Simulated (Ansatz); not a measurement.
# How far PBE and PBEsol part for hypothetical I-4 MgIn2O4, tensor shear ε_xy = +1.16 %

Take MgIn₂O₄ (space group I-4, No. 82; a = 4.837 Å, c = 9.982 Å; a hypothetical phase, not in the database extracts checked) as the base. Axes: x, y, z lie along a, b, c of the conventional cell.

(Cell as relaxed with PBE.)

Levels (all Ansatz, a quantum-chemistry and plane-wave program, PAW): PBE (420 eV, no spin-orbit coupling); PBEsol (420 eV, no spin-orbit coupling).

Each level relaxes its own structure.

```tsv
base	PBE	PBEsol
volume per atom	16.68 Å³	16.09 Å³
lattice parameter a	4.837 Å	4.771 Å
band gap	1.38 eV	1.40 eV
```

The change: a pure shear with ε_xy = ε_yx = 0.0116; the atoms relax in the strained cell.

```csv
quantity,PBE,PBEsol
"stress (xx, yy, zz, yz, xz, xy; compression positive)","(0.01, -0.02, -0.01, 0.00, 0.00, -1.05) GPa",?
electron mass,0.30 mₑ (at Γ),?
shortest interatomic distance,1.985 Å,?
smallest direct gap,1.41 eV,?
```

**Question.** Given the PBE results, estimate those of PBEsol.

**Answer.** 
- stress (xx, yy, zz, yz, xz, xy; compression positive), PBEsol: (0.00, -0.02, -0.02, 0.00, 0.00, -1.05) GPa
- electron mass, PBEsol: 0.29 mₑ (at Γ)
- shortest interatomic distance, PBEsol: 1.967 Å
- smallest direct gap, PBEsol: 1.42 eV

PBE's shortest interatomic distance lies 0.018 Å above PBEsol's (0.9 %); PBE's smallest direct gap lies 0.01 eV below PBEsol's. Neither level is exact; PBEsol is the comparison here, not a measurement.

Effective masses come from finite differences of ±0.01 Å⁻¹. No phonon test of stability was made.
